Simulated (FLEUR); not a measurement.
**Input and output of a self-consistent single point for SiMo₃ (Pm-3n, 8 atoms in the cell) (FLEUR)**

Method: PBE, all-electron FLAPW (FLEUR), scalar-relativistic valence.

The input file:

Input of the input generator:

```
SiMo3
&input film=f /
1.0000000000 0.0000000000 0.0000000000
0.0000000000 1.0000000000 0.0000000000
0.0000000000 0.0000000000 1.0000000000
9.0978955647
1.0 1.0 1.0

8
14 0.5000000000 0.5000000000 0.5000000000
14 0.0000000000 0.0000000000 0.0000000000
42 0.0000000000 0.5000000000 0.2500000000
42 0.0000000000 0.5000000000 0.7500000000
42 0.2500000000 0.0000000000 0.5000000000
42 0.7500000000 0.0000000000 0.5000000000
42 0.5000000000 0.2500000000 0.0000000000
42 0.5000000000 0.7500000000 0.0000000000

&comp jspins=1 /
&kpt div1=5 div2=5 div3=5 /
&end /
```

```xml
<?xml version="1.0" encoding="UTF-8" standalone="no"?>
<fleurInput fleurInputVersion="0.39">
   <comment>
      SiMo3                                                                                               
   </comment>
   <calculationSetup>
      <cutoffs Kmax="3.8" Gmax="11.4" GmaxXC="11.4" numbands="0"/>
      <scfLoop itmax="100" minDistance="0.00001" maxIterBroyd="25" imix="Anderson" alpha="0.05" precondParam="0.0" spinf="2.0"/>
      <coreElectrons ctail="T" frcor="F" kcrel="0" coretail_lmax="0"/>
      <xcFunctional name="pbe" relativisticCorrections="F"/>
      <magnetism jspins="1"/>
      <soc l_soc="F" theta="0.0" phi="0.0" spav="F"/>
      <expertModes spex="0" secvar="F"/>
      <geometryOptimization l_f="T" forcealpha="1.0" forcemix="BFGS" epsdisp="0.00001" epsforce="0.00001"/>
      <ldaU l_linMix="F" mixParam="0.05" spinf="1.0"/>
   </calculationSetup>
   <cell>
      <bzIntegration valenceElectrons="92.0" mode="hist" fermiSmearingEnergy="0.00367493">
         <kPointListSelection listName="default-1"/>
         <!-- k-points included here -->
         <xi:include xmlns:xi="http://www.w3.org/2001/XInclude" href="kpts.xml"> </xi:include>
      </bzIntegration>
      <!-- symmetry operations included here -->
      <xi:include xmlns:xi="http://www.w3.org/2001/XInclude" href="sym.xml"> </xi:include>
      <bulkLattice scale="1.0">
         <bravaisMatrix>
            <row-1>    9.0978955646999999     0.0000000000000000     0.0000000000000000</row-1>
            <row-2>    0.0000000000000000     9.0978955646999999     0.0000000000000000</row-2>
            <row-3>    0.0000000000000000     0.0000000000000000     9.0978955646999999</row-3>
         </bravaisMatrix>
      </bulkLattice>
   </cell>
   <atomSpecies>
      <species name="Silicon (Si)" element="Si" atomicNumber="14">
         <mtSphere radius="2.63" gridPoints="905" logIncrement="0.013"/>
         <atomicCutoffs lmax="10" lnonsphr="8"/>
         <electronConfig flipSpins="F">
            <coreConfig>(1s1/2) (2s1/2) (2p1/2) (2p3/2)</coreConfig>
            <valenceConfig>(3s1/2) (3p1/2) (3p3/2)</valenceConfig>
            <stateOccupation state="(3p1/2)" spinUp="0.3333333333333" spinDown="0.3333333333333"/>
            <stateOccupation state="(3p3/2)" spinUp="0.6666666666667" spinDown="0.6666666666667"/>
         </electronConfig>
         <energyParameters s="3" p="3" d="3" f="4"/>
      </species>
      <species name="Molybdenum (Mo)" element="Mo" atomicNumber="42">
         <mtSphere radius="2.13" gridPoints="735" logIncrement="0.017"/>
         <atomicCutoffs lmax="8" lnonsphr="6"/>
         <electronConfig flipSpins="F">
            <coreConfig>(1s1/2) (2s1/2) (2p1/2) (2p3/2) (3s1/2) (3p1/2) (3p3/2) (3d3/2) (3d5/2)</coreConfig>
            <valenceConfig>(4s1/2) (4p1/2) (4p3/2) (5s1/2) (4d3/2) (4d5/2)</valenceConfig>
            <stateOccupation state="(5s1/2)" spinUp="0.5" spinDown="0.5"/>
            <stateOccupation state="(4d3/2)" spinUp="1.0" spinDown="1.0"/>
            <stateOccupation state="(4d5/2)" spinUp="1.5" spinDown="1.5"/>
         </electronConfig>
         <energyParameters s="5" p="5" d="4" f="4"/>
         <lo type="SCLO" l="0" n="4" eDeriv="0"/>
         <lo type="SCLO" l="1" n="4" eDeriv="0"/>
      </species>
   </atomSpecies>
   <atomGroups>
      <atomGroup species="Silicon (Si)">
         <relPos label="                   1">1.000/2.000 1.000/2.000 1.000/2.000</relPos>
         <relPos label="                   2">.0000000000 .0000000000 .0000000000</relPos>
         <force calculate="T" relaxXYZ="TTT"/>
      </atomGroup>
      <atomGroup species="Molybdenum (Mo)">
         <relPos label="                   3">.0000000000 1.000/2.000 1.000/4.000</relPos>
         <relPos label="                   4">.0000000000 1.000/2.000 -1.000/4.000</relPos>
         <relPos label="                   5">1.000/4.000 .0000000000 1.000/2.000</relPos>
         <relPos label="                   6">-1.000/4.000 .0000000000 1.000/2.000</relPos>
         <relPos label="                   7">1.000/2.000 1.000/4.000 .0000000000</relPos>
         <relPos label="                   8">1.000/2.000 -1.000/4.000 .0000000000</relPos>
         <force calculate="T" relaxXYZ="TTT"/>
      </atomGroup>
   </atomGroups>
   <output dos="F" band="F" slice="F">
      <checks vchk="F" cdinf="F"/>
      <bandDOS minEnergy="-.5*Htr" maxEnergy="0.5*Htr" sigma="0.015" storeEVData="T"/>
      <vacuumDOS vacdos="F" integ="F" star="F" nstars="0" locx1="0.0" locy1="0.0" locx2="0.0" locy2="0.0" nstm="0" tworkf="0.0"/>
      <unfoldingBand unfoldBand="F" supercellX="1" supercellY="1" supercellZ="1"/>
      <plotting iplot="0" polar="F">
         <plot TwoD="T" vec1="  1.0  0.0  0.0" vec2="  0.0  1.0  0.0" vec3="  0.0  0.0  1.0" zero="  0.0  0.0  0.0" file="plot"/>
      </plotting>
      <chargeDensitySlicing numkpt="0" minEigenval="0.0" maxEigenval="0.0" nnne="0" pallst="F"/>
      <specialOutput eonly="F"/>
      <magneticCircularDichroism mcd="F" energyLo="-10.0" energyUp="0.0"/>
   </output>
  <!-- We include the file relax.xml here to enable relaxations (see documentation) -->
  <xi:include xmlns:xi="http://www.w3.org/2001/XInclude" href="relax.xml"> <xi:fallback/> </xi:include>
</fleurInput>
```

Log, with long lists cut:

```
      Welcome to FLEUR        (www.flapw.de)
      MaX-Release 8.1          (www.max-centre.eu)

 ========== k-point set info ==========
 Selected k-point list: default-1
 k-point list type: mesh
 5 x 5 x 5
 Number of k points: 10

 ------------Calculation Setup---------------------------
           1           2           5          10
 Number of basis functions:          787
 Iteration:     1   Distance:      15.70258234 me/bohr^3
 Iteration:     2   Distance:      14.13343386 me/bohr^3
 Iteration:     3   Distance:       5.89485144 me/bohr^3
 Iteration:     4   Distance:       3.30229662 me/bohr^3
 Iteration:     5   Distance:       2.33994487 me/bohr^3
 Iteration:     6   Distance:       0.41481683 me/bohr^3
   [... 5 lines left out ...]
 Iteration:    12   Distance:       0.00073226 me/bohr^3
 Iteration:    13   Distance:       0.00008205 me/bohr^3
 Iteration:    14   Distance:       0.00002161 me/bohr^3
 Iteration:    15   Distance:       0.00001379 me/bohr^3
 Iteration:    16   Distance:       0.00000081 me/bohr^3

 Run finished successfully
 Stop message:
   Structural relaxation: Done

[file out, last iteration]
             iter=     17
          p o t e n t i a l   g e n e r a t o r
[...]
          integral of pseudo charge density inside the slab=        0.000000   0.000000
     coulomb potential in the interstitial region:
          density-coulomb potential integrals
          total density-coulomb potenti   -39441.9713125864
          density-effective potential integrals for spin  1
          total density-effective poten   -4.0465793661E+04
          charge density-energy density integrals
          total charge density-energy d   -7.8578476336E+02
 Updated energy parameters for spin:           1
  Atom    1 3s branch from -4.32 to  0.82 htr. ; e_l =  0.2710
  Atom    1 3p branch from -2.71 to  1.24 htr. ; e_l =  0.4616
  Atom    1 3d branch from -9.99 to  1.75 htr. ; e_l =  0.6607
  Atom    1 4f branch from -9.99 to  3.20 htr. ; e_l =  0.8299
  Atom    2 5s branch from -1.52 to  3.85 htr. ; e_l =  0.2870
  Atom    2 5p branch from -0.46 to  4.68 htr. ; e_l =  0.3957
  Atom    2 4d branch from -7.38 to  1.22 htr. ; e_l =  0.4414
  Atom    2 4f branch from -9.99 to  2.97 htr. ; e_l =  0.6586
  Atom    2 4s branch from-16.77 to -1.52 htr. ; e_l(l -1.6294
  Atom    2 4p branch from-13.19 to -0.46 htr. ; e_l(l -0.6855
[...]
 fermi energy and band-weighting factors:
at   0.40000   0.40000   0.40000   k-weight:    0.064000
   70 eigenvalues :
   -1.631489   -1.630486   -1.630486   -1.626041   -1.626041   -1.625527   -0.702783   -0.702783
   -0.701374   -0.688934   -0.688760   -0.682520   -0.682520   -0.677317   -0.675355   -0.672746
   -0.672746   -0.669407   -0.669407   -0.667906   -0.667906   -0.666992   -0.666924   -0.666924
    0.287663    0.288921    0.412468    0.419613    0.419613    0.444096    0.444096    0.456178
    0.479232    0.479232    0.481903    0.500660    0.500660    0.509392    0.541915    0.541915
    0.550152    0.550152    0.550235    0.555961    0.555961    0.562104    0.598040    0.598040
    0.660299    0.660299    0.660386    0.672802    0.675666    0.688036    0.688036    0.692702
    0.692702    0.711121    0.721428    0.721428    0.739699    0.758332    0.893116    0.898245
    0.966899    0.966899    0.980540    0.980540    1.027935    1.035466
   [... 2 blocks of this kind left out ...]

[...]
FERMIE:
          first approx. to ef    (T=0)  :   0.619876 htr   (energy of the highest occ. eigenvalue)
          number of occ. states  (T=0)  :        458
          first approx. to seigv (T=0)  : -23.033561 htr
          sum of weights of occ. states :  46.064000
          sum of semicore charge        :   0.000000 e
FERHIS:  Fermi-Energy by histogram:
          bandgap                     :   0.001646 htr
          charge neutrality (T=0)     :   0.128000    (zero if the highest occ. eigenvalue is "entirely" occupied)
     EF_NEWTON:  Adjust Fermi-Energy by Newton-Method.
               Number of iterations needed  :   5
               The error in the weight is   : -0.11102E-14
               The error in ef is           :  0.29836E-16 htr
     -->  new fermi energy            :   0.615739 htr
          valence charge              :  92.000000 e
          actual charge blw ef-8kt    :  89.600000 e
          actual charge blw ef+8kt    :  92.000000 e
          number of occ. states       :       472
          sum of the valence weights  :   46.000000
          entropy         :   0.962875 *kb htr/K =   0.00000 htr/K
          sum of val. single particle energies:       -23.1109203196 htr
 Direct bandgap for spin            1 :    1.6638463771378231E-002  Htr
 at k-point            2  with k-vector   0.40000000000000002       0.40000000000000002       0.20000000000000001
          valence density: spin= 1
[...]
     l-like charge
     atom     s        p        d        f        total
 -->  1    1.24301  2.05259  0.47687  0.08710    3.89173
 -->  2    2.12254  5.91064  3.08199  0.02765   11.14679
          total charge for spin  1=   92.000000
          interst. charge =      17.335792
          mt charge=              3.891734   11.146790
          total charge  =   92.000000
          z= 14.     r(1)=  0.207075E-04     dx= 0.013000     m.t.index= 905
               n    l     j    energy       weight
               1.   0.   0.5  -64.8174      2.0000
               2.   0.   0.5   -4.3210      2.0000
               2.   1.   0.5   -2.7215      2.0000
               2.   1.   1.5   -2.6977      4.0000
          atom type    1  (spin 1)
          kinetic energy=  0.285412591622E+03     sum of the eigenvalues= -0.154510828355E+03
          0.00016310  electrons lost from core.
          z= 42.     r(1)=  0.811434E-05     dx= 0.017000     m.t.index= 735
               n    l     j    energy       weight
               1.   0.   0.5 -727.3830      2.0000
               2.   0.   0.5 -102.0853      2.0000
               2.   1.   0.5  -93.8511      2.0000
               2.   1.   1.5  -89.9352      4.0000
               3.   0.   0.5  -16.7693      2.0000
               3.   1.   0.5  -13.6368      2.0000
               3.   1.   1.5  -12.9920      4.0000
               3.   2.   1.5   -7.4567      4.0000
               3.   2.   2.5   -7.3346      6.0000
          atom type    2  (spin 1)
          kinetic energy=  0.410202618918E+04     sum of the eigenvalues= -0.239299477313E+04
          0.00001351  electrons lost from core.
          total charge for spin  1=  280.000000
          interst. charge =      17.336190
          mt charge=             13.891571   39.146778
          total charge  =  280.000000
          zc=   280.000000     qfix=    1.000000
     t o t a l  e n e r g y
          sum of eigenvalues =            -14690.1012158192
          density-coulomb potential int   -39441.9713125864
          density-effective potential i   -40465.7936609414
          charge density-ex.-corr.energ     -785.7847633637
          el.-nucl. inter. diff. m.t.        694.7391661317
          Madelung term for atom type:        -8.4518721592
          el.-nucl. inter. diff. m.t.      29229.9717577095
          Madelung term for atom type:      -213.4345932048
 ---->    total energy=                   -24877.6753637399 htr
 ---->    (input%tkb*entropy) TS=              0.0035384966 htr
 ---->    free energy=                    -24877.6789022365 htr
      extrapolation for T->0
 ---->    total electron energy=          -24877.6771329882 htr
 ***** TOTAL FORCES ON ATOMS *****
 TOTAL FORCE FOR ATOM TYPE=  1  X=  4.549   Y=  4.549   Z=  4.549
                       FX_TOT= 0.000000 FY_TOT= 0.000000 FZ_TOT= 0.000000
 TOTAL FORCE FOR ATOM TYPE=  2  X=  0.000   Y=  4.549   Z=  2.274
                       FX_TOT= 0.000000 FY_TOT= 0.000000 FZ_TOT= 0.000000
 Structural relaxation: Done
```

The run converged in 16 iterations. FLEUR gives forces in its relaxation mode, with a further iteration, so its stop message speaks of a relaxation.

The starting cell comes from a database of computed structures (which also holds hypothetical and non-ambient phases and stackings), without a prior relaxation at this level. Its lattice was rescaled by a random factor within 2.5 % of one. Spin polarisation is off. Values depend on the basis (sphere radii, cutoffs, local orbitals), which need not be converged. The log's line on a gap gives a spacing of levels on this mesh, which the program prints for metals too.

Cost on one core of a shared machine: roughly 70 s.
